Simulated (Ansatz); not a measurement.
**Ansatz (a program for electronic structure) run on InF3 (R-3c, 8 atoms in the cell): self-consistent single point**

Method of the run: LDA (PW92), default PAW files made with PBE (plane waves; Ansatz).

The input file:

Ansatz 0.2 input:
```yaml
# InF3
crystal:
  lattice:
    - [2.60214000, 1.50234600, 4.90750700]
    - [-2.60214000, 1.50234600, 4.90750700]
    - [0.00000000, -3.00469200, 4.90750700]
  atoms:
    - { symbol: In, position: [0.50000000, 0.50000000, 0.50000000] }
    - { symbol: In, position: [0.00000000, 0.00000000, 0.00000000] }
    - { symbol: F, position: [0.39571000, 0.75000000, 0.10429000] }
    - { symbol: F, position: [0.60429000, 0.25000000, 0.89571000] }
    - { symbol: F, position: [0.10429000, 0.39571000, 0.75000000] }
    - { symbol: F, position: [0.89571000, 0.60429000, 0.25000000] }
    - { symbol: F, position: [0.75000000, 0.10429000, 0.39571000] }
    - { symbol: F, position: [0.25000000, 0.89571000, 0.60429000] }
kpoints:
  mp_grid: { grid: [5, 5, 5] }
hamiltonian:
  xc: lda
  pseudopotentials: { kind: paw }
scf:
  occupations: { method: fermi_dirac, width: 0.05 }
output:
  forces: true
  eigenvalues: true
  stress: true
```

Output, abridged:

```
WARN basis.ecutwfc = 420 eV, the default
WARN ansatz: RAYON_NUM_THREADS=1 ignored (pool sized by the plan → 1); use --threads N
Pseudopotentials: kind: paw
Pseudopotential: In, paw, valence charge 13
Pseudopotential: F, paw, valence charge 7
Crystal: 8 atoms, lattice volume = 115.110 Å³
Basis set: ecut = 420 eV, 2249 PW (Γ)
Bands: 42, of which v1, the nominal top of the filled ones, is band 34 counted from 1 (33 counted from 0)
Symmetry: 12 space group operations
Space group: R-3c (ITA 167), of the structure as read, at distance tolerance 4.9e-5 Å
k-points: 19 of 125
PAW frozen core: In, regenerated for the run's functional, and the local potential with it
PAW frozen core: F, regenerated for the run's functional, and the local potential with it
Initial density: superposition of atomic densities (neutral atoms: chi_scale 0, normalization atom), corrected by the library's trained network
Initial wavefunctions: pseudopotential atomic-orbital guess
Eigensolver: davidson
Functional: x = slater, c = lda
SCF iter   1: F=—  HF=-15679.965962 eV  |F-HF|=—  |Δ(HF+E_count)|=         —  Δρ=2.04e-2  dr2=3.33e-1  ethr=1.77e-3  ⟨swp⟩=5.6  Hψ=3089  notcnv=0  defer=7
all-band conjugate gradients solve this SCF's bands
preconditioner: auto → Resta (q_TF=auto, 2.499 Å⁻¹)
SCF iter   2: F=—  HF=-15679.867631 eV  |F-HF|=—  |Δ(HF+E_count)|=   9.83e-2  Δρ=5.02e-3  dr2=1.06e-2  ethr=4.90e-4  ⟨swp⟩=2.1  Hψ=1369  notcnv=0  defer=48
SCF iter   3: F=—  HF=-15679.864252 eV  |F-HF|=—  |Δ(HF+E_count)|=   3.38e-3  Δρ=1.92e-3  dr2=2.57e-3  ethr=1.56e-5  ⟨swp⟩=2.1  Hψ=1317  notcnv=0  defer=48
SCF iter   4: F=—  HF=-15679.863708 eV  |F-HF|=—  |Δ(HF+E_count)|=   5.44e-4  Δρ=9.07e-4  dr2=6.28e-4  ethr=3.79e-6  ⟨swp⟩=1.0  Hψ=750  notcnv=0  defer=48
SCF iter   5: F=—  HF=-15679.863521 eV  |F-HF|=—  |Δ(HF+E_count)|=   1.87e-4  Δρ=1.94e-4  dr2=3.47e-5  ethr=9.23e-7  ⟨swp⟩=2.0  Hψ=940  notcnv=0  defer=48
SCF iter   6: F=—  HF=-15679.863515 eV  |F-HF|=—  |Δ(HF+E_count)|=   5.82e-6  Δρ=2.52e-5  dr2=6.34e-7  ethr=5.10e-8  ⟨swp⟩=2.7  Hψ=1329  notcnv=0  defer=48
SCF iter   7: F=-15679.863515 eV  HF=-15679.863515 eV  |F-HF|=2.40e-10  |Δ(HF+E_count)|=   5.90e-8  Δρ=2.43e-6  dr2=8.29e-9  ethr=1.47e-10  ⟨swp⟩=9.4  Hψ=3732  notcnv=0
SCF 1 converged in 7 iterations: F = -15679.863515 eV  dr2 = 8.29e-9
SCF converged after 7 iterations
Free energy (F): -15679.863515 eV
Harris-Foulkes:  -15679.863515 eV  (|F-HF|=2.40e-10)
Internal energy: -15679.863515 eV  (E = F + TS)
E sigma→0 (E₀):  -15679.863515 eV
Fermi energy:    3.313370 eV
--- Per-component energies (eV) ---
  E_band       = -404.695429
  E_kinetic    = 1718.635004
  E_local      = -6290.700978  (includes V_loc(G=0)·N_el)
  E_nonlocal   = 1205.898152
  E_hartree    = 2396.041697
  E_xc         = -885.476821
  E_vxc        = -796.784219  (∫ρ·V_xc dr)
  E_paw        = -9172.522098  (= ΣΔE_a)
  E_vpaw       = -1033.844857  (= ΣTr[D̂ρ^β])
  E_aug_tail   = 0.012176  (compensation charges beyond the density's cutoff)
  E_ewald      = -4652.999231
  E_core_change = 1.248583  (= ΣΔE_core)
  E_smearing   = -0.000000  (= −TS)
  E_closure    = 0.000000  (closes the sum)
  Σ components = -15679.863515   (vs F -15679.863515, Δ=0.00e0)
--- Forces (eV/Å), atoms counted from 1 ---
  atom   1  In     0.00000000     0.00000000     0.00000000
  atom   2  In     0.00000000     0.00000000     0.00000000
  atom   3  F     -0.10186789    -0.17644036     0.00000000
  atom   4  F      0.10186789     0.17644036     0.00000000
  atom   5  F      0.20373578     0.00000000     0.00000000
  atom   6  F     -0.20373578     0.00000000     0.00000000
  atom   7  F     -0.10186789     0.17644036     0.00000000
  atom   8  F      0.10186789    -0.17644036    -0.00000000
  max |Σ_I F_I| component: 1.45e-19 eV/Å
--- Stress (GPa, compression-positive) ---
       -4.041709       0.000000       0.000000
        0.000000      -4.041709      -0.000000
       -0.000000       0.000000      -4.477685
  P = ⅓ Tr σ = -4.1870 GPa (-41.870 kbar)
  The stress holds the Pulay correction. Without it, at fixed plane waves, as pw.x and ABINIT print it: P = -5.1402 GPa
--- Band table (eV; the first three rows and the last of 19) ---
  k-point 0: bands = ["-18.7694", "-18.3036", "-18.3036", "-18.1795", "-18.0779", "-18.0779", "-9.6966", "-9.6966", "-9.2136", "-9.2136", "-9.1876", "-9.0402", "-9.0356", "-9.0356", "-8.4837", "-8.4837", "-3.9627", "-1.9018", "-1.9018", "-1.5554", [...]
  k-point 1: bands = ["-18.7041", "-18.2956", "-18.2895", "-18.1921", "-18.1350", "-18.1075", "-9.5967", "-9.5948", "-9.1968", "-9.1951", "-9.1711", "-9.0527", "-9.0512", "-9.0503", "-8.6248", "-8.6191", "-3.8268", "-2.1783", "-1.6397", "-1.4494", [...]
  k-point 2: bands = ["-18.5342", "-18.3362", "-18.2537", "-18.2345", "-18.2090", "-18.1752", "-9.3236", "-9.3220", "-9.1526", "-9.1494", "-9.1301", "-9.0962", "-9.0901", "-9.0846", "-8.9566", "-8.9481", "-3.4170", "-2.8013", "-1.0673", "-1.0664", [...]
  k-point 18: bands = ["-18.4953", "-18.4510", "-18.2240", "-18.2042", "-18.1992", "-18.1686", "-9.4218", "-9.3295", "-9.1592", "-9.1450", "-9.1317", "-9.0967", "-9.0922", "-9.0821", "-8.9496", "-8.8920", "-2.9156", "-2.7023", "-1.3237", "-0.9307", [...]
```

The run converged in 7 iterations.

The starting cell comes from a database of computed structures (which also holds hypothetical and non-ambient phases and stackings), without a prior relaxation at this level. With a pressure of about -4 GPa the cell is away from its equilibrium volume at this level. Ansatz's pressure includes its estimate of the finite-basis (Pulay) stress. Without the estimate this run gives -5.14 GPa.
